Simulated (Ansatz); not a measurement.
Input:

```xyz
3
Lattice="3.7075 0.0000 0.0000 1.8538 3.2108 0.0000 0.0000 0.0000 5.6722" Properties=species:S:1:pos:R:3 pbc="T T T"
Zr     0.0000     0.0000     0.0000
S      1.8538     1.0703     1.4258
S      3.7075     2.1405     4.2465
```

No spin polarisation.

The values are results of DFT with PBE-D3(BJ), PAW potentials and a 420 eV plane-wave cutoff in Ansatz (a quantum-chemistry and plane-wave program), no spin-orbit coupling, not measurements. Settings: 10×10×6 k-points, 0.05 eV Fermi–Dirac smearing.

Task: Predict the gap character, band gap, smallest direct gap and valence-band top at Γ.

Result: 
* **Gap character**: indirect, Γ → L
* **Band gap**: 0.77 eV
* **Smallest direct gap**: 1.28 eV
* **Valence-band top at Γ (three highest levels, from the VBM)**: 0.00, -0.39, -0.39 eV

The cells carry an imposed strain or load. No phonon test of stability was made. The cell was made from ZrS2 in the CdI2 type structure (space group P-3m1, No. 164; layered, stacked along the Cartesian z axis) by this change: biaxial strain +2.00 %, plane normal [001], relaxed out of plane.
